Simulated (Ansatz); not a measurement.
Start from NaCl in the rock salt structure (space group Fm-3m, No. 225).

```
NaCl
1.0
    0.00000     2.80073     2.80073
    2.80073     0.00000     2.80073
    2.80073     2.80073     0.00000
Na Cl
1 1
Direct
  0.00000   0.00000   0.00000
  0.50000   0.50000   0.50000
```

Cartesian axes are those of the cell as printed.

All numbers come from PBEsol (Ansatz, an electronic-structure program, PAW, without spin-orbit coupling).

Before the change:

The valence-band top at Γ is 0.00, 0.00, 0.00 eV and the band gap is 5.01 eV. The shortest interatomic distance is 2.801 Å and the pressure is 0.01 GPa.

Now apply this change: the cell is compressed by 2.50 % along z with no lateral relaxation; the atoms relax in the strained cell.

Task: How does this affect the valence-band top at Γ, band gap, shortest interatomic distance, pressure and energy relative to the base?

Result: The valence-band top at Γ (three highest levels, from the VBM) goes from 0.00, 0.00, 0.00 eV to 0.00, 0.00, -0.02 eV; the band gap goes up by 0.09 eV to 5.10 eV; the shortest interatomic distance decreases by 0.070 Å (2.801 Å → 2.731 Å); the pressure (mean of the normal stresses, compression positive) rises by 0.74 GPa, from 0.01 GPa to 0.75 GPa; the energy increases by 2.7 meV/atom.

Stability against distortions was not tested.
